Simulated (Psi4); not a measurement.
Psi4 1.11, PBE/def2-svp: Hf(I)(Me)3 ([CH3][Hf]([CH3])([CH3])[I]), 14 atoms. The geometry is a generated start, not checked to be a minimum at this level.

```
Property                                             Result
--------------------------  -------------------------------
task                                                 energy
method                                                  pbe
basis                                              def2-svp
memory                                                 3 GB
maxiter                                                 100
keys of the molecule block                      symmetry c1
scf_type                                       df (default)
guess                        auto, which took SAD (default)
scf_initial_accelerator                     adiis (default)
e_convergence                               1e-06 (default)
d_convergence                               1e-06 (default)
dft_radial_points                              75 (default)
dft_spherical_points                          302 (default)
effective core potentials   those of the basis set, past Kr
basis functions                                         145
grid points                                          301407
```

```xyz
14

Hf     0.0963     0.0887    -0.0894
I      1.7841     1.7423    -1.7431
C      1.6624    -0.9214     1.2378
H      2.0127    -0.2594     2.0445
H      2.5600    -1.1602     0.6454
H      1.3803    -1.8593     1.7336
C     -0.8934    -1.2132    -1.6899
H     -1.6393    -0.6502    -2.2735
H     -1.4101    -2.1302    -1.3703
H     -0.1401    -1.5424    -2.4249
C     -1.1861     1.7224     0.8626
H     -0.5479     2.4852     1.3341
H     -1.9112     1.4349     1.6324
H     -1.7678     2.2628     0.1007
```

Charge 0 and multiplicity 1 are set for this test and not shown to be the ground state.

One run each on 2 threads. Values of diis_max_vecs tried: 3, 6, 10 (default), 20.

Q: Which value of diis_max_vecs needs the fewest SCF iterations, and what happens away from it?

A: Fewest SCF iterations, within one of each other: 10 (default) with 11, 20 with 11. The count rises to 24 at 3. All converge to one solution.

| diis_max_vecs | SCF iterations | end |
|---|---|---|
| 3 | 24 | same solution |
| 6 | 13 | same solution |
| 10 (default) | 11 | same solution |
| 20 | 11 | same solution |
